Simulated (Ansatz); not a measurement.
An Ansatz (a program for electronic structure) run: Al2O3 with a change (tensor shear ε_xz = +1.60 %); PBEsol, PAW, 420 eV (Ansatz; without spin-orbit coupling).

Input:

Ansatz 0.2 input:
```yaml
crystal:
  lattice:
    - [2.4562998877, 1.3780706417, 4.376410204]
    - [-2.317476848, 1.3780706417, 4.3000297762]
    - [0.0694115198, -2.7561412834, 4.3382199901]
  atoms:
    - { symbol: Al, position: [0.6479215754, 0.6479215754, 0.6479215754] }
    - { symbol: Al, position: [0.1479215754, 0.1479215754, 0.1479215754] }
    - { symbol: Al, position: [0.3520784246, 0.3520784246, 0.3520784246] }
    - { symbol: Al, position: [0.8520784246, 0.8520784246, 0.8520784246] }
    - { symbol: O, position: [0.75, 0.4441385159, 0.0558614841] }
    - { symbol: O, position: [0.0558614841, 0.75, 0.4441385159] }
    - { symbol: O, position: [0.25, 0.5558614841, 0.9441385159] }
    - { symbol: O, position: [0.5558614841, 0.9441385159, 0.25] }
    - { symbol: O, position: [0.9441385159, 0.25, 0.5558614841] }
    - { symbol: O, position: [0.4441385159, 0.0558614841, 0.75] }
basis: { ecutwfc: 420, ecutrho_ratio: 4, xc_grid: 2, fft_grid_basis: typed }
kpoints: { mp_grid: { grid: [8, 8, 8] } }
hamiltonian:
  xc: pbesol
  dispersion: none
  pseudopotentials: { kind: paw }
scf: { occupations: { method: fermi_dirac, width: 0.05 }, convergence: { dr2_threshold: 0.000000001 } }
relax: { f_tol: 0.005, max_steps: 50 }
output: { forces: true, stress: true }
checkpoint: { write: state.ck, write_every: 1000 }
```

Output (explanatory and most iteration lines left out):

```
Relaxation: its limit of steps is 50 (relax.max_steps)
Pseudopotential: Al, paw, valence charge 3
Pseudopotential: O, paw, valence charge 6
Crystal: 10 atoms, lattice volume = 85.596 Å³
Basis set: ecut = 420 eV, 1649 PW (Γ), exchange–correlation on 72×72×72 points (8 copies of the dense FFT grid, shifted against one another)
Bands: 34, of which v1, the nominal top of the filled ones, is band 24 counted from 1 (23 counted from 0)
Symmetry: 2 space group operations
Space group: P-1 (ITA 2), of the structure as read, at distance tolerance 4.4e-5 Å
k-points: 260 of 512
Functional: x = pbesol(κ = 0.804, μ = 0.12345679012345678), c = pbesol(β = 0.046)
SCF iter   1: F=—  HF=-5478.856742 eV  |F-HF|=—  |Δ(HF+E_count)|=         —  Δρ=1.62e-2  dr2=1.69e-1  ethr=1.77e-3  ⟨swp⟩=7.8  Hψ=48158  notcnv=0  defer=154
SCF iter   2: F=—  HF=-5478.805434 eV  |F-HF|=—  |Δ(HF+E_count)|=   5.13e-2  Δρ=2.07e-3  dr2=1.59e-3  ethr=3.52e-4  ⟨swp⟩=2.5  Hψ=17337  notcnv=0  defer=1018
SCF 1 converged in 9 iterations: F = -5478.805717 eV  dr2 = 1.96e-10
relax step   1: F+E_penalty+E_count = -5478.80571709 eV  Δ(F+E_penalty+E_count) = +0.000e0 eV  max|allowed force component| = 1.898e-1 eV/Å  Δτ_max = 0.0000 Å  (9 SCF iters, accepted)
Crystal: 10 atoms, lattice volume = 85.596 Å³
SCF iter   1: F=—  HF=-5478.807723 eV  |F-HF|=—  |Δ(HF+E_count)|=         —  Δρ=3.97e-4  dr2=1.34e-4  ethr=2.68e-7  ⟨swp⟩=2.6  Hψ=28102  notcnv=0  defer=1023
SCF iter   2: F=—  HF=-5478.807687 eV  |F-HF|=—  |Δ(HF+E_count)|=   3.61e-5  Δρ=1.77e-4  dr2=3.31e-5  ethr=2.68e-7  ⟨swp⟩=2.0  Hψ=12506  notcnv=0  defer=1023
SCF 2 converged in 7 iterations: F = -5478.807684 eV  dr2 = 3.11e-11
relax step   2: F+E_penalty+E_count = -5478.80768391 eV  Δ(F+E_penalty+E_count) = -1.967e-3 eV  max|allowed force component| = 1.348e-1 eV/Å  Δτ_max = 0.0026 Å  (7 SCF iters, accepted)
Crystal: 10 atoms, lattice volume = 85.596 Å³
SCF iter   1: F=—  HF=-5478.809546 eV  |F-HF|=—  |Δ(HF+E_count)|=         —  Δρ=6.51e-4  dr2=4.08e-4  ethr=7.24e-6  ⟨swp⟩=2.2  Hψ=20856  notcnv=0  defer=1023
SCF iter   2: F=—  HF=-5478.809426 eV  |F-HF|=—  |Δ(HF+E_count)|=   1.20e-4  Δρ=2.78e-4  dr2=8.95e-5  ethr=8.51e-7  ⟨swp⟩=2.0  Hψ=15473  notcnv=0  defer=1023
SCF 3 converged in 7 iterations: F = -5478.809403 eV  dr2 = 1.28e-10
relax step   3: F+E_penalty+E_count = -5478.80940304 eV  Δ(F+E_penalty+E_count) = -1.719e-3 eV  max|allowed force component| = 2.393e-2 eV/Å  Δτ_max = 0.0048 Å  (7 SCF iters, accepted)
Crystal: 10 atoms, lattice volume = 85.596 Å³
SCF iter   1: F=—  HF=-5478.809503 eV  |F-HF|=—  |Δ(HF+E_count)|=         —  Δρ=5.38e-4  dr2=2.33e-4  ethr=7.28e-6  ⟨swp⟩=2.1  Hψ=20345  notcnv=0  defer=1025
SCF iter   2: F=—  HF=-5478.809439 eV  |F-HF|=—  |Δ(HF+E_count)|=   6.46e-5  Δρ=2.93e-4  dr2=6.83e-5  ethr=4.85e-7  ⟨swp⟩=1.0  Hψ=10920  notcnv=0  defer=1025
SCF 4 converged in 7 iterations: F = -5478.809423 eV  dr2 = 6.64e-11
relax step   4: F+E_penalty+E_count = -5478.80942278 eV  Δ(F+E_penalty+E_count) = -1.974e-5 eV  max|allowed force component| = 1.852e-2 eV/Å  Δτ_max = 0.0052 Å  (7 SCF iters, accepted)
Crystal: 10 atoms, lattice volume = 85.596 Å³
SCF iter   1: F=—  HF=-5478.809570 eV  |F-HF|=—  |Δ(HF+E_count)|=         —  Δρ=3.08e-4  dr2=7.58e-5  ethr=1.64e-6  ⟨swp⟩=2.0  Hψ=19472  notcnv=0  defer=1027
SCF iter   2: F=—  HF=-5478.809558 eV  |F-HF|=—  |Δ(HF+E_count)|=   1.22e-5  Δρ=1.70e-4  dr2=2.31e-5  ethr=1.58e-7  ⟨swp⟩=1.0  Hψ=10920  notcnv=0  defer=1027
SCF 5 converged in 6 iterations: F = -5478.809550 eV  dr2 = 6.10e-10
relax step   5: F+E_penalty+E_count = -5478.80955045 eV  Δ(F+E_penalty+E_count) = -1.277e-4 eV  max|allowed force component| = 3.380e-4 eV/Å  Δτ_max = 0.0032 Å  (6 SCF iters, accepted)
SCF converged after 6 iterations
Free energy (F): -5478.809550 eV
Internal energy: -5478.809550 eV  (E = F + TS)
E sigma→0 (E₀):  -5478.809550 eV
Fermi energy:    10.645370 eV
--- Forces (eV/Å), atoms counted from 1 ---
  atom   1  Al     0.00004107    -0.00011268    -0.00005289
  atom   2  Al    -0.00009260     0.00016065     0.00002232
  atom   3  Al    -0.00004107     0.00011268     0.00005289
  atom   4  Al     0.00009260    -0.00016065    -0.00002232
  atom   5  O      0.00008359     0.00005925    -0.00015558
  atom   6  O      0.00007189     0.00017612    -0.00033799
  atom   7  O     -0.00008359    -0.00005925     0.00015558
  atom   8  O     -0.00002956    -0.00017222    -0.00017517
  atom   9  O     -0.00007189    -0.00017612     0.00033799
  atom  10  O      0.00002956     0.00017222     0.00017517
--- Stress (GPa, compression-positive) ---
        0.306497      -0.596595      -4.523084
       -0.596591       0.143385      -0.037103
       -4.523088      -0.037121       0.311977
  P = ⅓ Tr σ = 0.2540 GPa (2.540 kbar)
--- Relaxed structure (5 steps of the walk, 5 accepted, 0 SCFs on fresh bases) ---
  atoms:
    - { symbol: Al, position: [0.6462137685835155, 0.6493497620522182, 0.6480284090183893] }
    - { symbol: Al, position: [0.14620374506347947, 0.1496362117394174, 0.14774078833049514] }
    - { symbol: Al, position: [0.3537862314164844, 0.3506502379477817, 0.3519715909816107] }
    - { symbol: Al, position: [0.8537962549365208, 0.8503637882605826, 0.8522592116695049] }
    - { symbol: O, position: [0.7504384377469213, 0.4435217133075937, 0.05602970037655264] }
    - { symbol: O, position: [0.05535281261267694, 0.7504185218203856, 0.4443710867437741] }
    - { symbol: O, position: [0.24956156225307863, 0.5564782866924062, 0.9439702996234471] }
    - { symbol: O, position: [0.5557801065586752, 0.9435087361835653, 0.25085513445868546] }
    - { symbol: O, position: [0.9446471873873231, 0.24958147817961407, 0.5556289132562259] }
    - { symbol: O, position: [0.44421989344132473, 0.05649126381643449, 0.7491448655413144] }
```

The cells carry an imposed strain or load. Stability against distortions was not tested. The cell was made from Al$_{2}$O$_{3}$ in the corundum structure (space group R-3c, No. 167) by this change: tensor shear ε_xz = +1.60 %.
